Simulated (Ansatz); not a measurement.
The structure below was relaxed with Ansatz (a program for electronic structure) PBE-D3(BJ), scalar-relativistic without spin-orbit coupling.

```xyz
6
Lattice="4.5059 0.0000 0.0000 0.0000 3.5897 0.0000 -1.9503 0.0000 6.3988" Properties=species:S:1:pos:R:3 pbc="T T T"
Pt    -1.3727     2.6923     4.8797
Pt     3.9283     0.8974     1.5191
P      1.7505     0.8974     5.4937
S      2.4634     2.6923     2.3127
P      0.8051     2.6923     0.9051
S      0.0922     0.8974     4.0861
```

Question: Find the space group and the Wyckoff positions.

Answer: Space group P2₁/m (No. 11); a = 4.506 Å, b = 3.590 Å, c = 6.689 Å, α = γ = 90.00°, β = 106.95°

```
atom  site  symmetry       x       y       z
----  ----  --------  ------  ------  ------
Pt      2e         m  0.9746  0.2500  0.2374
P       2e         m  0.2399  0.7500  0.1414
S       2e         m  0.2968  0.2500  0.6386
```

These are small ordered cells, not random alloys; other orderings at the same x differ. Stability against distortions was not tested. All final runs are without spin polarisation. The cell was made from PtS2 by this change: x(P) = 0.5, 6 atoms, P2_1/m.
